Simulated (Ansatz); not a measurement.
**A constructed model of the (100) surface of fcc Al, c(2x2) surface alloy, Ag on one Al site of the top plane (bottom of the slab: a bare face, its two planes held)**

Level of theory: PBE (plane waves to 420 eV, PAW; Ansatz, a first-principles code).

Model: 12-atom slab, 10.2 Å thick at the start (thin: gaps and levels are the slab's own), 9x9x1 mesh, Fermi-Dirac 0.1 eV, dipole correction, 4 atoms held, the rest relaxed; symmetry of the start imposed; no spin, no spin-orbit, no U. It is one candidate, not shown to be the stable structure of the face.

The work function of the top face is 4.35 eV. The energy released by relaxation is 0.020 eV and the cost is roughly 2.9 core-minutes.
